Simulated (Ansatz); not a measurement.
The reference is SiC in the zinc blende structure (space group F-43m, No. 216).

```yaml
crystal:
  lattice:
    - [0.00000, 2.17817, 2.17817]
    - [2.17817, 0.00000, 2.17817]
    - [2.17817, 2.17817, 0.00000]
  atoms:
    - { symbol: Si, position: [0.00000, 0.00000, 0.00000] }
    - { symbol: C, position: [0.25000, 0.25000, 0.25000] }
```

The values are results of Kohn–Sham DFT with the r2SCAN functional, run in Ansatz (a quantum-chemistry and plane-wave program) with PAW and 500 eV plane waves, spin-orbit coupling left out, not measurements.

For the base:

| Property | Value |
|---|---|
| Electron mass | 0.64 mₑ along k, 0.23 mₑ across (at X) |
| Band gap | 1.71 eV |
| Pressure | 0.00 GPa |

Modification: an isotropic linear strain of +0.50 %, atoms relaxed at fixed cell.

How does this affect the electron mass?

The electron mass becomes 0.65 mₑ along k, 0.23 mₑ across (at X) (base: 0.64 mₑ along k, 0.23 mₑ across (at X)).

Predict the new band gap.

The band gap hardly moves (1.71 eV against 1.72 eV).

Predict the new pressure.

The pressure goes from zero to -3.30 GPa.

What does the calculation give for the energy relative to the base after the change?

The energy increases by 1.6 meV/atom.

Effective masses come from finite differences of ±0.01 Å⁻¹. Along k means along the line from Γ to the band edge. Whether these cells are dynamically stable was not tested.
